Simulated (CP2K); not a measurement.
Worked example: self-consistent single point of TaN (Fm-3m, 2 atoms in the cell) in CP2K.

Level of theory: PBE, GPW, DZVP-MOLOPT-SR-GTH basis, GTH-PBE potentials (GTH_POTENTIALS) in CP2K 2026.2.

The change in words: lattice scaled by 0.98. Reference geometry:
```
TaN
1.0
    3.12729     0.00000     0.00000
    1.56364     2.70831     0.00000
    1.56364     0.90277     2.55342
Ta N
1 1
Cartesian
  3.12729   1.80554   1.27671
  0.00000   0.00000   0.00000
```

Reference input (self-consistent single point, DFT PBE, GPW, DZVP-MOLOPT-SR-GTH basis, GTH-PBE potentials (GTH_POTENTIALS)): CUTOFF = 500 Ry; REL_CUTOFF = 40 Ry; SMEAR/METHOD = GAUSSIAN; SIGMA = 0.2 eV; KPOINTS/SCHEME = MONKHORST-PACK 9 9 9; XC_FUNCTIONAL = PBE; Ta/BASIS_SET = DZVP-MOLOPT-SR-GTH; Ta/POTENTIAL = GTH-PBE-q13; N/BASIS_SET = DZVP-MOLOPT-SR-GTH; N/POTENTIAL = GTH-PBE-q5; METHOD = GPW; EPS_DEFAULT = 1e-11. This run's input differs from it in these lines:

```diff
@@ -63,5 +63,5 @@
     &CELL
-      A 3.12728600 0.00000000 0.00000000
-      B 1.56364300 2.70830900 0.00000000
-      C 1.56364300 0.90277000 2.55341800
+      A 3.06473900 0.00000000 0.00000000
+      B 1.53237000 2.65414200 0.00000000
+      C 1.53237000 0.88471400 2.50234900
       PERIODIC XYZ
```

Output, abridged:

```
 SCF WAVEFUNCTION OPTIMIZATION

  Step     Update method      Time    Convergence         Total energy    Change
     1 NoMix/Diag. 0.20E+00      -     1.45941475       -69.0245232472 -6.90E+01
     2 Broy./Diag. 0.20E+00      -     0.14956217       -67.7414448727  1.28E+00
     3 Broy./Diag. 0.20E+00      -     0.20533495       -68.1743318756 -4.33E-01
     4 Broy./Diag. 0.20E+00      -     0.03417617       -68.4011540026 -2.27E-01
     5 Broy./Diag. 0.20E+00      -     0.01879285       -68.2247309149  1.76E-01
     6 Broy./Diag. 0.20E+00      -     0.00180519       -68.2334544303 -8.72E-03
   [... 4 lines left out ...]
    11 Broy./Diag. 0.20E+00      -     0.00001084       -68.2532274405  1.01E-05
    12 Broy./Diag. 0.20E+00      -     0.00000030       -68.2532295919 -2.15E-06
    13 Broy./Diag. 0.20E+00      -     0.00000030       -68.2532299167 -3.25E-07
    14 Broy./Diag. 0.20E+00      -     0.00000002       -68.2532299546 -3.79E-08
  *** SCF run converged in    14 steps ***

  Overlap energy of the core charge distribution:               0.00000000350923
  Self energy of the core charge distribution:               -111.53065485753706
  Core Hamiltonian energy:                                     26.16072310781697
  Hartree energy:                                              26.65177572875841
  Exchange-correlation energy:                                 -9.53446123155500
  Smearing free energy correction:                             -0.00061270559471
  Fermi energy:                                                 0.63214460020502

  Total energy:                                               -68.25322995460020
  Total energy (extrapolated to sigma->0):                    -68.25292360180285

                     Mulliken Population Analysis

   [... lines left out ...]

 STRESS| Analytical stress tensor [bar]
 STRESS|                        x                   y                   z
 STRESS|      x        1.46842966637E+05   3.82934197806E+01   2.70775345917E+01
 STRESS|      y        3.82934197806E+01   1.46798261646E+05   1.55128424333E+01
 STRESS|      z        2.70775345917E+01   1.55128424333E+01   1.46787334289E+05
 STRESS| 1/3 Trace                                             1.46809520857E+05
```

The run converged in 14 iterations. Against the reference run the free energy goes up by 14.6 meV/atom and the pressure goes from -6.20 to 14.68 GPa.

The starting cell comes from a database of computed structures (which also holds hypothetical and non-ambient phases and stackings), without a prior relaxation at this level. For this run, on top of that: lattice scaled by 0.98. Spin polarisation is off. Values carry the incompleteness of an atom-centred basis. With a pressure of about 15 GPa the cell is away from its equilibrium volume at this level.

Cost on one core of a shared machine: roughly 2 min.
